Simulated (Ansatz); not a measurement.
# A computed series for Cu: response to strain

Start from Cu in the fcc (Cu type) structure (space group Fm-3m, No. 225; a = 3.577 Å; relaxed with 0.1 eV smearing). Axes: x, y, z lie along the cube axes.

Strains are applied to the cell and any free atomic positions relax.

Calculations: Ansatz (an electronic-structure program), r2SCAN, PAW, cutoff 500 eV, no spin-orbit coupling.

Notes on the quantities. energy relative to the base: free energy F; pressure: mean of the normal stresses, compression positive.

```csv
case,energy relative to the base,pressure,shortest interatomic distance
base,0 meV/atom,0.0 GPa,2.529 Å
uniaxial strain ε_zz = −3.00 %,[?],[?],[?]
uniaxial strain ε_zz = −2.50 %,+4.7 meV/atom,4.4 GPa,2.498 Å
uniaxial strain ε_zz = −2.00 %,+3.0 meV/atom,3.5 GPa,2.504 Å
uniaxial strain ε_zz = −1.50 %,+1.7 meV/atom,2.6 GPa,2.510 Å
uniaxial strain ε_zz = −1.00 %,+0.7 meV/atom,1.7 GPa,2.517 Å
uniaxial strain ε_zz = −0.50 %,+0.2 meV/atom,0.8 GPa,2.523 Å
```

Fill in the withheld entries from the trend.


- uniaxial strain ε_zz = −3.00 %, energy relative to the base: +6.8 meV/atom
- uniaxial strain ε_zz = −3.00 %, pressure: 5.4 GPa
- uniaxial strain ε_zz = −3.00 %, shortest interatomic distance: 2.491 Å

Stability against distortions was not tested. The final runs are not spin-polarised.
